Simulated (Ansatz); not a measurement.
Cost and result by functional for the surface energy of the (21-30) surface of hcp Sc in its 1x1 cell, outermost plane spacing 0.36 Å in the ideal cut, in Ansatz (plane waves, PAW). Single points on the PBE structure, on one kind of machine; costs are rough ratios of the slab run's core time (references not counted) to the cheapest single point. r2SCAN's cost holds its higher cutoff (500 against 420 eV). Differences are taken against r2SCAN for comparison alone: no measured value is at hand, so the table doesn't rank accuracy.

Set-up: 20 atoms, 10.1 Å thick at the start (thin: gaps and levels are the slab's own); mesh 7x5x1; 0.1 eV smearing; dipole correction on; all atoms relaxed; symmetry of the start imposed; no spin, no spin-orbit, no U. These notes are the PBE run's.

```csv
functional,relative cost,surface energy (J/m²),less r2SCAN (J/m²)
PBEsol,1,1.38,0.04
LDA,1,1.45,0.10
RPBE,1,1.15,-0.19
r2SCAN,2,1.34,0.00
PBE (the relaxed run's value),–,1.26,-0.08
```

The values span 0.29 J/m², while the single points' costs differ by a factor of roughly 2. Differences are of unrounded values.

Ansatz is a program for electronic structure.
